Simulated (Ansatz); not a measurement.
```
CELL_PARAMETERS angstrom
     14.00000     0.00000     0.00000
      0.00000    14.00000     0.00000
      0.00000     0.00000     5.34690
ATOMIC_POSITIONS crystal
  Na 0.40797 0.40797 0.00000
  Cl 0.39462 0.39462 0.50000
  Cl 0.39462 0.60538 0.00000
  Na 0.40797 0.59203 0.50000
  Cl 0.60538 0.39462 0.00000
  Na 0.59203 0.40797 0.50000
  Na 0.59203 0.59203 0.00000
  Cl 0.60538 0.60538 0.50000
```

Method: PBE (plane waves to 420 eV, PAW; Ansatz, a program for electronic structure). Mesh 1×1×56. No spin polarisation. It repeats along c; a and b span vacuum. A hypothetical model. Symmetry and one short period hold its shape; lower forms weren't sought. On relaxing, bonds broke or formed, so the name tells the start alone.

**Question.** Tabulate the two highest filled and two lowest empty levels along the axis, from the valence top.

**Answer.** 
```tsv
k (2π/c)	v2 (eV)	v1 (eV)	c1 (eV)	c2 (eV)
0.000	-0.14	0.00	5.16	–
0.042	-0.14	0.00	5.17	–
0.083	-0.14	-0.01	5.22	–
0.125	-0.13	-0.03	5.30	–
0.167	-0.12	-0.05	5.40	–
0.208	-0.12	-0.08	5.53	–
0.250	-0.11	-0.11	5.67	–
0.292	-0.11	-0.11	–	–
0.333	-0.11	-0.11	–	–
0.375	-0.11	-0.11	–	–
0.417	-0.11	-0.11	–	–
0.458	-0.11	-0.11	–	–
0.500	-0.12	-0.12	–	–
```
A dash stands for levels within 1 eV of the vacuum level or above it.
